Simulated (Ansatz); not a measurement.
**VPt3 (Pm-3m, No. 221, 4 atoms in the cell; start mp-372; a measured phase of this formula has another space group)**

All values below come from r²SCAN in Ansatz (PAW).

Run with plane-wave cutoff 560 eV, 14×14×14 k mesh, Fermi–Dirac smearing 0.05 eV, spin-polarised start, scalar-relativistic PAW data made under PBE.

Cell (relaxed at this level):

Space group Pm-3m (No. 221); a = b = c = 3.899 Å, α = β = γ = 90.00°

| atom | site | symmetry | x | y | z |
|---|---|---|---|---|---|
| V | 1a | m-3m | 0.0000 | 0.0000 | 0.0000 |
| Pt | 3c | 4/mm.m | 0.0000 | 0.5000 | 0.5000 |

```json
{
 "band_gap": "zero (no gap)",
 "bulk_modulus": "252 GPa"
}
```

Note: the magnetic order was assumed, not searched for or taken from measurement; the relaxation could not lower the start's symmetry, so the cell can be a saddle point above a distorted one; the bulk modulus is −V dP/dV from two relaxed cells at ±2 % in volume.

Spin–orbit coupling is not included.

The computed numbers hold no vibrational or temperature effects.

Cost on a shared machine: roughly 12 core-minutes.

A start named mp-… is a Materials Project structure, which need not be a measured phase.

Ansatz is a program for electronic structure.
